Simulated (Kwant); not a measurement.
System: zigzag graphene ribbon with Kane-Mele spin-orbit coupling. 18 zigzag chains, bond 0.142 nm, hopping 2.7 eV, scattering region 8 nm long; sites with one neighbour are removed; energy swept from -0.77 to 0.77 eV from the neutrality point. Second-neighbour term iλ/(3√3) ν σz with λ = 0.25 eV, Rashba hopping 0 eV, exchange ±0 eV σz in the scattering region alone; these strengths are model values, not the material's.

Constants are typed, rounded textbook-type inputs, not results; the design itself was drawn at random and stands for no fabricated device.

Computed with Kwant: nearest-neighbour tight-binding model of a honeycomb sheet with an imaginary second-neighbour term, both spins, coherent transport at 0 K. Conductance is in e²/h.

Task: Is the sheet in its topological phase, how wide is its bulk gap, and what conductance is due inside it?

Result: At the two valleys the masses are λ ± Δ = 0.250 and 0.250 eV; the bulk gap is 2|λ − Δ| = 0.500 eV. λ > Δ, so the phase is topological, with edge channels that give G = 2. Simulated at 0.103 eV: 2.00 e²/h.
